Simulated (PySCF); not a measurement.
PySCF 2.14.0, PBE/def2-svp, df: Cd(Cl)2 ([Cl][Cd][Cl]), 3 atoms. The geometry is a generated start, not checked to be a minimum at this level.

```yaml
task: energy
method: pbe
basis: def2-svp
two_electron_scheme: density fitting
mol.max_memory: 3000 MB
mf.max_cycle: 100
mf.init_guess: minao (default)
mf.conv_tol: 1e-09 (default)
mf.grids.level: 3 (default)
effective_core_potentials: those of the basis set, past Kr
basis_functions: 67
grid_points: 60152
```

```xyz
3

Cd     0.5425    -0.4395     0.5113
Cl     1.1111     0.5096    -1.4749
Cl    -1.6536    -0.0702     0.9637
```

Charge 0 and multiplicity 1 are set for this test and not shown to be the ground state.

With the defaults (mf.DIIS = CDIIS, mf.diis = true, mf.diis_space = 8, mf.level_shift = 0, newton = off) it converges in 14 Fock builds. One run each on 2 threads, 1 BLAS thread, with these changes:
- mf.diis_space = 3
- mf.diis_space = 12
- mf.DIIS = EDIIS
- mf.diis = false
- mf.level_shift = 1 Hartree
- mf.diis_space = 20
- mf.diis_space = 5
- newton = Hessian by the SCF's own integrals
- mf.DIIS = ADIIS

### Question
Which of these changes keep the SCF from converging, or lead it to another solution?

### Answer
No convergence: mf.DIIS = EDIIS; mf.diis = false (the run ends without SCF convergence in 100 cycles). The rest reach the solution of the defaults.

| setting | Fock builds | end |
|---|---|---|
| the defaults | 14 | same solution |
| mf.diis_space = 12 | 14 | same solution |
| mf.diis_space = 20 | 14 | same solution |
| mf.diis_space = 5 | 15 | same solution |
| mf.diis_space = 3 | 20 | same solution |
| mf.DIIS = ADIIS | 22 | same solution |
| newton = Hessian by the SCF's own integrals | 51 | same solution |
| mf.level_shift = 1 Hartree | 72 | same solution |
| mf.DIIS = EDIIS | 101 | no convergence |
| mf.diis = false | 101 | no convergence |

Under newton the count holds the products with the orbital Hessian.
